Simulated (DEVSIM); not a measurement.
# abrupt Si n-p junction

System: abrupt Si n-p junction, at 250 K.

| layer (left to right) | material | thickness (μm) | Nd (cm⁻³) | Na (cm⁻³) | τn (s) | τp (s) |
|---|---|---|---|---|---|---|
| 1 | Si | 5.40 | 7.2e16 | - | 6.2e-5 | 6.2e-5 |
| 2 | Si | 0.370 | - | 2e15 | 6.2e-5 | 6.2e-5 |

Left contact: ohmic. Right contact: ohmic. Voltage is applied to the left contact. Recombination: SRH at mid-gap. Mobility is μmin + (μ − μmin)/(1 + (N/Nref)^α).

The device is made up for the run: typed textbook-type constants, with dimensions and the other settings drawn at random. Values at 300 K; Nc and Nv go as T^1.5, mobilities as T to minus their exponent, the gap by Varshni's rule with the affinity fixed.

```tsv
parameter	Si
gap (eV)	1.124
affinity (eV)	4.05
permittivity	11.7
Nc (cm⁻³)	2.86e19
Nv (cm⁻³)	3.1e19
μn (cm²/Vs)	1417
μp (cm²/Vs)	470
μn,min	52
μp,min	45
Nref,n	9.7e16
Nref,p	2.2e17
αn	0.68
αp	0.72
T exponent of μn	2.3
T exponent of μp	2.2
Varshni α (eV/K)	0.000473
Varshni β (K)	636
```

Model (solved in DEVSIM): 1D drift-diffusion, Boltzmann statistics, complete ionisation; no tunnelling, impact ionisation, image-force lowering or self-heating.

| Property | Result |
|---|---|
| Potential step across the device at zero bias | 0.811 V |
| Largest field in the device at zero bias | 27000 V/cm |
| Dark forward voltage at 1 A/cm² | 0.575 V |
| Dark forward voltage at 100 A/cm² | 0.698 V |

Small-signal capacitance in reverse bias (quasi-static):

```
V (V)  C (nF/cm²)
-----  ----------
0.2          26.1
0.5          25.6
1            24.9
1.5          24.3
2            23.7
3            22.7
4            21.7
5            20.9
6.5          19.9
8            19.0
10           17.9
```

Dark forward current:

(V (V), J (A/cm²)): (-0.05, -1.4e-10); (-0.10, -1.4e-9); (-0.15, -1.3e-8); (-0.20, -1.2e-7); (-0.25, -1.1e-6); (-0.30, -9.4e-6); (-0.35, -8.2e-5); (-0.40, -0.00070); (-0.45, -0.0059); (-0.50, -0.047); (-0.55, -0.37); (-0.60, -2.7); (-0.65, -19); (-0.70, -110); (-0.75, -400); (-0.80, -970); (-0.85, -1700); (-0.90, -2700)
